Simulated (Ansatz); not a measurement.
We consider CsCl-type NiAl, described by PBEsol in Ansatz (PAW).

Numerical settings: plane-wave cutoff 500 eV, 20×20×20 k mesh, Fermi–Dirac smearing 0.1 eV, no spin polarisation, scalar-relativistic PAW data made under PBE.

Computed at the level's own relaxed cell.

Q: Estimate the volume per atom and lattice parameter a that the calculation returns.

A: 
volume per atom: 11.73 Å³/atom
lattice parameter a: 2.863 Å

Measured, for comparison: equilibrium volume per atom 11.97 Å³/atom, lattice constant a 2.882 Å (extrapolated to 0 K, zero-point anharmonic expansion removed (Haas, Tran, Blaha 2009); as tabulated in Levämäki et al. (2014), arXiv:1402.3671). Computed (rounded) less measured: equilibrium volume per atom -2.0 %, lattice constant a -0.7 %.

It cost roughly 28 core-seconds of CPU time.

Ansatz is a program for electronic structure.
